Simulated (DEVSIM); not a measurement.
**Schottky contact on n-type Ge**

System: Schottky contact on n-type Ge, at 300 K.

```csv
layer (left to right),material,thickness (μm),Nd (cm⁻³),τn (s),τp (s)
1,Ge,1.10,1.7e15,0.00022,0.00022
```

Left contact: Schottky, work function 4.39 eV, emission velocity 1.7e6 cm/s. Right contact: ohmic. Voltage is applied to the left contact. Recombination: SRH at mid-gap. Mobility is constant in doping.

Constants are typed, rounded textbook-type inputs, not results; the design itself was drawn at random and stands for no fabricated device. Values at 300 K.

| parameter | Ge |
|---|---|
| gap (eV) | 0.664 |
| affinity (eV) | 4 |
| permittivity | 16 |
| Nc (cm⁻³) | 1.04e19 |
| Nv (cm⁻³) | 6e18 |
| μn (cm²/Vs) | 3900 |
| μp (cm²/Vs) | 1900 |

Simulated with DEVSIM: 1D drift-diffusion, Boltzmann statistics, complete ionisation; no tunnelling, impact ionisation, image-force lowering or self-heating. Metal contacts follow the ideal Schottky-Mott rule: no Fermi-level pinning, no interface dipoles.

| Property | Value |
|---|---|
| Potential step across the device at zero bias | 0.165 V |
| Largest field in the device at zero bias | 7400 V/cm |
| Dark forward voltage at 100 A/cm² | 0.139 V |

Dark reverse current:

```json
[
 {"V (V)": "-0.04", "J (A/cm²)": "-0.62"},
 {"V (V)": "-0.10", "J (A/cm²)": "-0.78"},
 {"V (V)": "-0.20", "J (A/cm²)": "-0.80"},
 {"V (V)": "-0.30", "J (A/cm²)": "-0.82"},
 {"V (V)": "-0.40", "J (A/cm²)": "-0.83"},
 {"V (V)": "-0.60", "J (A/cm²)": "-0.86"},
 {"V (V)": "-0.80", "J (A/cm²)": "-0.90"},
 {"V (V)": "-1.00", "J (A/cm²)": "-0.97"},
 {"V (V)": "-1.30", "J (A/cm²)": "-1.1"},
 {"V (V)": "-1.60", "J (A/cm²)": "-1.3"},
 {"V (V)": "-2.00", "J (A/cm²)": "-1.6"}
]
```

Dark forward current:

(V (V), J (A/cm²)): (0.05, 4.4); (0.10, 31); (0.15, 140); (0.20, 400); (0.25, 770); (0.30, 1200); (0.35, 1700); (0.40, 2100)
